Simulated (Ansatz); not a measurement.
## What isotropic strain −1.50 % does to TlBr

Consider TlBr in the CsCl type structure (space group Pm-3m, No. 221; a = 3.840 Å).

Now apply this change: the cell is scaled by 0.9850 in all directions; the atoms relax in the strained cell.

Calculations: LDA (Ansatz, an electronic-structure program; PAW; 420 eV plane waves; scalar-relativistic without spin-orbit coupling). k-mesh 9×9×9 (Γ-centred); smearing 0.05 eV (Fermi–Dirac).

- Volume per atom: 27.05 Å³ (base 28.30 Å³)
- Space group: Pm-3m (No. 221) (base Pm-3m (No. 221))
- Shortest interatomic distance: 3.275 Å (base 3.325 Å)
- Energy relative to the base (free energy F): +6.3 meV/atom
- Pressure: 1.70 GPa (base -0.01 GPa)
- Band gap: 1.22 eV (base 1.37 eV)
- Gap character: direct at X (base direct at X)
- Mean gap deformation potential ΔEg/Δln V: +3.1 eV
- Width of the top valence band: 2.74 eV (base 2.49 eV)
- Electron mass: 0.10 mₑ along k, 0.18 mₑ across (at X) (base 0.12 mₑ along k, 0.19 mₑ across (at X))
- Hole mass: 0.13 mₑ along k, 0.36 mₑ across (at X) (base 0.16 mₑ along k, 0.39 mₑ across (at X))
- Valley order (the lowest conduction-band minima on the path, energy above the VBM, named in the base's zone): X along ⟨100⟩ 1.22 eV; R along ⟨111⟩ 1.24 eV (base X along ⟨100⟩ 1.37 eV; R along ⟨111⟩ 1.49 eV)

Cost of the whole job for the changed cell (relaxation, final SCF and bands): about 10 core-seconds (a rough figure).

Spin-orbit coupling, missing from the scalar runs, can matter with Tl. Masses are band curvatures over ±0.01 Å⁻¹ around the edge. Along k means along the line from Γ to the band edge. Whether these cells are dynamically stable was not tested.
